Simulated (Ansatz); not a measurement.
Base system: MgTe in the zinc blende structure (space group F-43m, No. 216).

```cif
data_MgTe
_chemical_formula_sum 'Mg1 Te1'
_space_group_name_H-M_alt 'P 1'
_space_group_IT_number 1
_cell_length_a 4.60282
_cell_length_b 4.60282
_cell_length_c 4.60282
_cell_angle_alpha 60.000
_cell_angle_beta 60.000
_cell_angle_gamma 60.000
loop_
_space_group_symop_operation_xyz
  'x, y, z'
loop_
_atom_site_label
_atom_site_type_symbol
_atom_site_fract_x
_atom_site_fract_y
_atom_site_fract_z
_atom_site_occupancy
Mg1 Mg 0.00000 0.00000 0.00000 1
Te1 Te 0.25000 0.25000 0.25000 1
```

All numbers come from PBE/PAW in Ansatz (a quantum-chemistry and plane-wave program), without spin-orbit coupling.

Before the change:

| Quantity | Value |
|---|---|
| Gap character | direct at Γ |
| Hole mass | 0.20, 0.92, 0.92 mₑ (at Γ) |
| Smallest direct gap | 2.33 eV |

Modification: a hydrostatic pressure of 15 GPa.

Task: What happens to the gap character, hole mass and smallest direct gap?

Result: The gap character becomes indirect, Γ → X (base: direct at Γ); the hole mass (degenerate bands, along [100]) becomes 0.22, 0.72, 0.72 mₑ (at Γ) (base: 0.20, 0.92, 0.92 mₑ (at Γ)); the smallest direct gap rises by 1.25 eV, from 2.33 eV to 3.58 eV.

Spin-orbit coupling, missing from the scalar runs, can matter with Te. Load acts through the strain it causes; cell and atoms are relaxed under it. Effective masses come from finite differences of ±0.01 Å⁻¹. Stability against distortions was not tested. Tetrahedral semiconductors of this kind turn to denser phases somewhere between about 1 and 50 GPa; those were not computed, so compressed cells here can lie past the real transition.
